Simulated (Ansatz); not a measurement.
**A self-consistent single point of Ca₅Ir (Pnma, 24 atoms in the cell) with Ansatz (a quantum-chemistry and plane-wave program)**

Level of theory: PBEsol, default PAW files made with PBE (plane waves; Ansatz).

The input file:

Ansatz 0.2 input:
```yaml
# Ca5Ir
crystal:
  lattice:
    - [7.660320, 0.000000, 0.000000]
    - [0.000000, 15.762900, 0.000000]
    - [0.000000, 0.000000, 6.785800]
  atoms:
    - { symbol: Ca, position: [0.592390, 0.250000, 0.653920] }
    - { symbol: Ca, position: [0.407610, 0.750000, 0.346080] }
    - { symbol: Ca, position: [0.907610, 0.750000, 0.153920] }
    - { symbol: Ca, position: [0.092390, 0.250000, 0.846080] }
    - { symbol: Ca, position: [0.693290, 0.566870, 0.358470] }
    - { symbol: Ca, position: [0.306710, 0.433130, 0.641530] }
    - { symbol: Ca, position: [0.806710, 0.433130, 0.858470] }
    - { symbol: Ca, position: [0.193290, 0.566870, 0.141530] }
    - { symbol: Ca, position: [0.193290, 0.933130, 0.141530] }
    - { symbol: Ca, position: [0.806710, 0.066870, 0.858470] }
    - { symbol: Ca, position: [0.306710, 0.066870, 0.641530] }
    - { symbol: Ca, position: [0.693290, 0.933130, 0.358470] }
    - { symbol: Ca, position: [0.966450, 0.146030, 0.322580] }
    - { symbol: Ca, position: [0.033550, 0.853970, 0.677420] }
    - { symbol: Ca, position: [0.533550, 0.853970, 0.822580] }
    - { symbol: Ca, position: [0.466450, 0.146030, 0.177420] }
    - { symbol: Ca, position: [0.466450, 0.353970, 0.177420] }
    - { symbol: Ca, position: [0.533550, 0.646030, 0.822580] }
    - { symbol: Ca, position: [0.033550, 0.646030, 0.677420] }
    - { symbol: Ca, position: [0.966450, 0.353970, 0.322580] }
    - { symbol: Ir, position: [0.738700, 0.750000, 0.534380] }
    - { symbol: Ir, position: [0.261300, 0.250000, 0.465620] }
    - { symbol: Ir, position: [0.761300, 0.250000, 0.034380] }
    - { symbol: Ir, position: [0.238700, 0.750000, 0.965620] }
basis:
  ecutwfc: 420.0 eV
kpoints:
  mp_grid: { grid: [3, 2, 3] }
hamiltonian:
  xc: pbesol
  pseudopotentials: { kind: paw }
scf:
  occupations: { method: fermi_dirac, width: 0.1 eV }
output:
  forces: true
  eigenvalues: true
  stress: true
```

Output (repeated stretches shortened):

```
WARN ansatz: RAYON_NUM_THREADS=1 ignored (pool sized by the plan → 1); use --threads N
Pseudopotentials: kind: paw
Pseudopotential: Ca, paw, valence charge 10
Pseudopotential: Ir, paw, valence charge 17
Crystal: 24 atoms, lattice volume = 819.378 Å³
Basis set: ecut = 420 eV, 15991 PW (Γ), exchange–correlation on 108×216×96 points (8 copies of the dense FFT grid, shifted against one another)
Bands: 161, of which v1, the nominal top of the filled ones, is band 134 counted from 1 (133 counted from 0)
Symmetry: 8 space group operations
Space group: Pnma (ITA 62), of the structure as read, at distance tolerance 9.4e-5 Å
k-points: 8 of 18
PAW frozen core: Ca, regenerated for the run's functional, and the local potential with it
PAW frozen core: Ir, regenerated for the run's functional, and the local potential with it
Initial density: superposition of atomic densities (neutral atoms: chi_scale 0, normalization atom), corrected by the library's trained network
Initial wavefunctions: pseudopotential atomic-orbital guess
Eigensolver: davidson
Functional: x = pbesol(κ = 0.804, μ = 0.12345679012345678), c = pbesol(β = 0.046)
SCF iter   1: F=—  HF=-83075.786690 eV  |F-HF|=—  |Δ(HF+E_count)|=         —  Δρ=2.93e-3  dr2=1.46e-1  ethr=1.77e-3  ⟨swp⟩=10.6  Hψ=5894  notcnv=0
all-band conjugate gradients solve this SCF's bands
preconditioner: auto → Kerker (q_TF=auto, 2.265 Å⁻¹)
SCF iter   2: F=—  HF=-83075.786174 eV  |F-HF|=—  |Δ(HF+E_count)|=   5.16e-4  Δρ=1.39e-3  dr2=2.61e-2  ethr=5.46e-5  ⟨swp⟩=2.0  Hψ=1713  notcnv=0
SCF iter   3: F=—  HF=-83075.783186 eV  |F-HF|=—  |Δ(HF+E_count)|=   2.99e-3  Δρ=7.09e-4  dr2=1.23e-2  ethr=9.73e-6  ⟨swp⟩=2.0  Hψ=1551  notcnv=0
SCF iter   4: F=—  HF=-83075.782058 eV  |F-HF|=—  |Δ(HF+E_count)|=   1.13e-3  Δρ=2.65e-4  dr2=1.30e-3  ethr=4.60e-6  ⟨swp⟩=2.0  Hψ=1537  notcnv=0
SCF iter   5: F=—  HF=-83075.781914 eV  |F-HF|=—  |Δ(HF+E_count)|=   1.43e-4  Δρ=1.64e-4  dr2=4.38e-4  ethr=4.87e-7  ⟨swp⟩=2.0  Hψ=1624  notcnv=0
SCF iter   6: F=—  HF=-83075.781872 eV  |F-HF|=—  |Δ(HF+E_count)|=   4.25e-5  Δρ=2.23e-5  dr2=7.28e-6  ethr=1.63e-7  ⟨swp⟩=2.0  Hψ=1494  notcnv=0
SCF iter   7: F=—  HF=-83075.782560 eV  |F-HF|=—  |Δ(HF+E_count)|=   6.88e-4  Δρ=6.74e-6  dr2=8.49e-7  ethr=2.72e-9  ⟨swp⟩=2.0  Hψ=1689  notcnv=0
SCF iter   8: F=-83075.782560 eV  HF=-83075.782560 eV  |F-HF|=2.04e-8  |Δ(HF+E_count)|=   7.34e-8  Δρ=1.65e-6  dr2=3.90e-8  ethr=3.73e-11  ⟨swp⟩=8.5  Hψ=5511  notcnv=0
SCF 1 converged in 8 iterations: F = -83075.782560 eV  dr2 = 3.90e-8
SCF converged after 8 iterations
Free energy (F): -83075.782560 eV
Harris-Foulkes:  -83075.782560 eV  (|F-HF|=2.04e-8)
Internal energy: -83075.222449 eV  (E = F + TS)
E sigma→0 (E₀):  -83075.502504 eV
Entropy (-TS):   -0.560111 eV (-23.338 meV/atom)
Fermi energy:    6.700738 eV
--- Per-component energies (eV) ---
  E_band       = -4547.959432
  E_kinetic    = 8024.023657
  E_local      = -28722.775027  (includes V_loc(G=0)·N_el)
  E_nonlocal   = 1612.285257
  E_hartree    = 10675.665900
  E_xc         = -3757.418538
  E_vxc        = -4571.710670  (∫ρ·V_xc dr)
  E_paw        = -53093.569304  (= ΣΔE_a)
  E_vpaw       = -2241.119057  (= ΣTr[D̂ρ^β])
  E_aug_tail   = 0.000128  (compensation charges beyond the density's cutoff)
  E_ewald      = -17816.871547
  E_core_change = 3.437026  (= ΣΔE_core)
  E_smearing   = -0.560111  (= −TS)
  E_closure    = -0.000000  (closes the sum)
  Σ components = -83075.782560   (vs F -83075.782560, Δ=0.00e0)
--- Forces (eV/Å), atoms counted from 1 ---
  atom   1  Ca    -0.03243654     0.00000000     0.05040118
  atom   2  Ca     0.03243654     0.00000000    -0.05040118
  atom   3  Ca     0.03243654     0.00000000     0.05040118
  atom   4  Ca    -0.03243654    -0.00000000    -0.05040118
  atom   5  Ca     0.00653489     0.08312258     0.03224579
  atom   6  Ca    -0.00653489    -0.08312258    -0.03224579
  atom   7  Ca    -0.00653489    -0.08312258     0.03224579
  atom   8  Ca     0.00653489     0.08312258    -0.03224579
  atom   9  Ca     0.00653489    -0.08312258    -0.03224579
  atom  10  Ca    -0.00653489     0.08312258     0.03224579
  atom  11  Ca    -0.00653489     0.08312258    -0.03224579
  atom  12  Ca     0.00653489    -0.08312258     0.03224579
  atom  13  Ca     0.02637026     0.05702373    -0.03254832
  atom  14  Ca    -0.02637026    -0.05702373     0.03254832
  atom  15  Ca    -0.02637026    -0.05702373    -0.03254832
  atom  16  Ca     0.02637026     0.05702373     0.03254832
  atom  17  Ca     0.02637026    -0.05702373     0.03254832
  atom  18  Ca    -0.02637026     0.05702373    -0.03254832
  atom  19  Ca    -0.02637026     0.05702373     0.03254832
  atom  20  Ca     0.02637026    -0.05702373    -0.03254832
  atom  21  Ir     0.00808042    -0.00000000     0.01471412
  atom  22  Ir    -0.00808042     0.00000000    -0.01471412
  atom  23  Ir    -0.00808042     0.00000000     0.01471412
  atom  24  Ir     0.00808042    -0.00000000    -0.01471412
  max |Σ_I F_I| component: 1.21e-17 eV/Å
--- Stress (GPa, compression-positive) ---
       -1.518199      -0.000000       0.000000
       -0.000000      -1.332594       0.000000
        0.000000       0.000000      -1.293200
  P = ⅓ Tr σ = -1.3813 GPa (-13.813 kbar)
  The stress holds the Pulay correction. Without it, at fixed plane waves, as pw.x and ABINIT print it: P = -1.3856 GPa
--- Band table (eV; the first three rows and the last of 8) ---
  k-point 0: bands = ["-84.2409", "-84.2409", "-84.2409", "-84.2409", "-41.1294", "-41.1294", "-41.1287", "-41.1287", "-41.1222", "-41.1222", "-41.1220", "-41.1220", "-41.1100", "-41.1100", "-41.1095", "-41.1095", "-34.9474", "-34.9471", "-34.9436", [...]
  k-point 1: bands = ["-84.2409", "-84.2409", "-84.2409", "-84.2409", "-41.1293", "-41.1293", "-41.1289", "-41.1289", "-41.1222", "-41.1222", "-41.1220", "-41.1220", "-41.1099", "-41.1099", "-41.1096", "-41.1096", "-34.9464", "-34.9462", "-34.9446", [...]
  k-point 2: bands = ["-84.2409", "-84.2409", "-84.2409", "-84.2409", "-41.1294", "-41.1294", "-41.1287", "-41.1287", "-41.1222", "-41.1222", "-41.1220", "-41.1220", "-41.1100", "-41.1100", "-41.1095", "-41.1095", "-34.9473", "-34.9473", "-34.9435", [...]
  k-point 7: bands = ["-84.2409", "-84.2409", "-84.2409", "-84.2409", "-41.1292", "-41.1292", "-41.1290", "-41.1290", "-41.1222", "-41.1222", "-41.1221", "-41.1221", "-41.1098", "-41.1098", "-41.1097", "-41.1097", "-34.9456", "-34.9456", "-34.9444", [...]
```

The run converged in 8 iterations.

The starting cell comes from a database of computed structures (which also holds hypothetical and non-ambient phases and stackings), without a prior relaxation at this level. Spin-orbit coupling is off. Spin polarisation is off. Ansatz's pressure includes its estimate of the finite-basis (Pulay) stress.

Cost on one core of a shared machine: roughly 60 s.
